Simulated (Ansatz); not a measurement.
The starting structures come from a database of crystals and need not be the phases stable at ambient conditions.

 Where the default PAW files enter, the runs use the earlier of Ansatz's two default sets.

By PBEsol, the system below comes out a metal.

Without scattering a metal conducts by its projected Fermi surface.

Here is the system:

```
CELL_PARAMETERS angstrom
      4.71009     0.00000     0.00000
     -2.35504     4.07905     0.00000
      0.00000     0.00000     6.58636
ATOMIC_POSITIONS crystal
  Nb 0.50000 0.50000 0.16667
  Nb 0.00000 0.50000 0.50000
  Nb 0.50000 0.00000 0.83333
  Si 0.31631 0.15815 0.50000
  Si 0.15815 0.31631 0.83333
  Si 0.84184 0.15815 0.16667
  Si 0.68369 0.84184 0.50000
  Si 0.84184 0.68369 0.83333
  Si 0.15815 0.84184 0.16667
```

Space group of this cell: P6_222. The cell is strained (lengths across the current scaled by 0.98, ions clamped); by PBEsol its mean pressure is 4.3 GPa.

The current flows along the normal of the first two printed cell vectors, the (001) (indices of the unstrained crystal) plane of the conventional cell. No spin-orbit coupling; the value is a mean over 0.1 eV about the Fermi level.

Problem. Give the ballistic conductance per area that PBEsol (Ansatz, an electronic-structure program) yields.

Solution. 0.37 × 10¹⁵ S/m² for both spins.
